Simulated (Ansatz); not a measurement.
The reference is Cd in the hcp (Mg type) structure (space group P6_3/mmc, No. 194; a = 3.029 Å, c = 5.759 Å; relaxed with 0.1 eV smearing).

The values are results of PBE in Ansatz (plane waves to 420 eV, PAW, without spin-orbit coupling), not measurements.

Before the change:

The pressure comes out as 0.0 GPa and the band gap comes out as zero.

Perturbation: every lattice vector is shortened by 1.00 %, atoms relaxed at fixed cell.

Q: What happens to the energy relative to the base, pressure and band gap?

A: The energy rises by 3.0 meV/atom; the pressure (mean of the normal stresses, compression positive) goes from zero to 1.5 GPa; the band gap is still zero.

The cells carry an imposed strain or load. Stability against distortions was not tested.

Ansatz is a quantum-chemistry and plane-wave program.
